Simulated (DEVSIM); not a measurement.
Structure: abrupt Si n-p junction, at 300 K.

Layer 1 from the left is Si, thickness (μm) 4.70, Nd (cm⁻³) 4.3e17, τn (s) 3.5e-5, τp (s) 3.5e-5. Layer 2 from the left is Si, thickness (μm) 3.80, Na (cm⁻³) 7.7e14, τn (s) 3.5e-5, τp (s) 3.5e-5.

Left contact: ohmic. Right contact: ohmic. Voltage is applied to the left contact. Recombination: SRH at mid-gap. Mobility is μmin + (μ − μmin)/(1 + (N/Nref)^α).

This is a model device: material constants are rounded textbook-type values typed into the input, and sizes, dopings and lifetimes were drawn at random. Values at 300 K.

Si: gap (eV) 1.124, affinity (eV) 4.05, permittivity 11.7, Nc (cm⁻³) 2.86e19, Nv (cm⁻³) 3.1e19, μn (cm²/Vs) 1417, μp (cm²/Vs) 470, μn,min 52, μp,min 45, Nref,n 9.7e16, Nref,p 2.2e17, αn 0.68, αp 0.72.

### Question
Estimate by hand the built-in potential, the peak field at zero bias, the capacitance at 3 V, and compare with a numerical solution.

### Answer

- Built-in potential: ni = √(Nc Nv) exp(−Eg/2kT) = 1.08e10 cm⁻³ with Eg = 1.124 eV; Vbi = kT/q ln(Na Nd/ni²) = 0.741 V; numerical 0.741 V.
- Peak field at zero bias: depletion approximation: W = √(2εVbi/(qN)) = 1.12 μm with N = 7.69e14 cm⁻³; field = 2Vbi/W = 13300 V/cm; numerical 37100 V/cm (estimate below by 64 %).
- Capacitance at 3 V: C = √(qεN / 2(Vbi + |V|)) = 4.13 nF/cm²; numerical 4.18 nF/cm² (estimate below by 1.1 %).

Model (solved in DEVSIM): 1D drift-diffusion, Boltzmann statistics, complete ionisation; no tunnelling, impact ionisation, image-force lowering or self-heating.
